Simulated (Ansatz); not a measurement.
HfO2, point defects

Start from a 24-atom supercell of HfO2 in the fluorite structure (space group Fm-3m, No. 225; a = 5.098 Å) at its relaxed geometry.

One neutral defect a cell, atoms relaxed at fixed cell.

Level of theory: Ansatz (an electronic-structure program), PBE, PAW, cutoff 420 eV, spin-orbit coupling left out.

```tsv
case	total moment of the cell	energy gained by relaxation	largest displacement of a host atom from its site in the perfect cell	pressure
perfect supercell	–	–	–	0.0 GPa
Er on a Hf site, symmetric start	3.7 μB	0.22 eV	0.06 Å	3.4 GPa
Te on a O site, symmetric start	0.0 μB	7.21 eV	0.24 Å	30.2 GPa
Tb on a Hf site, symmetric start	7.0 μB	0.24 eV	0.05 Å	3.8 GPa
```

The magnetic state is the one reached from the starting moments; the real material's order can differ, and small cells can't hold many antiferromagnetic ones. Open 4f shells without U are poorly described, and the f state was not checked. In so small a cell the defect repeats every few ångströms: this is an ordered compound, not a dilute defect. A case with no gap was solved on a k-mesh chosen for an insulator, which is coarse for it. The defect started on the symmetric site and kept its symmetry, so it may sit on a saddle. Starting moments died away, wholly or in part, for Te on a O site; another magnetic solution may exist. No Hubbard U is applied, and correlation can decide whether such a compound is a metal. This is not the structure that HfO2 has at room temperature and ambient pressure.
